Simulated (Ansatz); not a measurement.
Band-edge transport in semiconductors and insulators: compounds that share space group Fm-3m and stoichiometry, PBEsol with spin-orbit coupling, rigid bands (Ansatz, a quantum-chemistry and plane-wave program); geometry: cell and atoms relaxed with PBEsol.

```json
[
 {"Compound": "AgCl", "volume per atom (Å³)": "20.2", "band gap": "0.68 eV", "electron conductivity mass": "0.26 mₑ", "hole conductivity mass": "0.83 mₑ", "Seebeck coefficient, n-type 1e19 cm⁻³": "-140 μV/K"},
 {"Compound": "NaI", "volume per atom (Å³)": "32.8", "band gap": "3.25 eV", "electron conductivity mass": "?", "hole conductivity mass": "1.61 mₑ", "Seebeck coefficient, n-type 1e19 cm⁻³": "?"},
 {"Compound": "BaTe", "volume per atom (Å³)": "41.8", "band gap": "1.19 eV", "electron conductivity mass": "0.36 mₑ", "hole conductivity mass": "0.50 mₑ", "Seebeck coefficient, n-type 1e19 cm⁻³": "-288 μV/K"},
 {"Compound": "BaO", "volume per atom (Å³)": "20.7", "band gap": "1.80 eV", "electron conductivity mass": "?", "hole conductivity mass": "1.01 mₑ", "Seebeck coefficient, n-type 1e19 cm⁻³": "-318 μV/K"},
 {"Compound": "RbBr", "volume per atom (Å³)": "40.1", "band gap": "4.06 eV", "electron conductivity mass": "0.37 mₑ", "hole conductivity mass": "2.6 mₑ", "Seebeck coefficient, n-type 1e19 cm⁻³": "-178 μV/K"}
]
```

Question: What belongs in the gaps?

Answer: 
- NaI, electron conductivity mass: 0.26 mₑ
- NaI, Seebeck coefficient, n-type 1e19 cm⁻³: -141 μV/K
- BaO, electron conductivity mass: 0.50 mₑ

Masses are for dilute carriers at 300 K, harmonic means over directions unless an axis is named. Seebeck coefficients are for the stated density at 300 K, with one relaxation time for all states and whether or not that doping can be reached.

Formula and space group known from diffraction (Crystallography Open Database), not checked to be the room-temperature form: BaTe (Fm-3m), RbBr (Fm-3m).
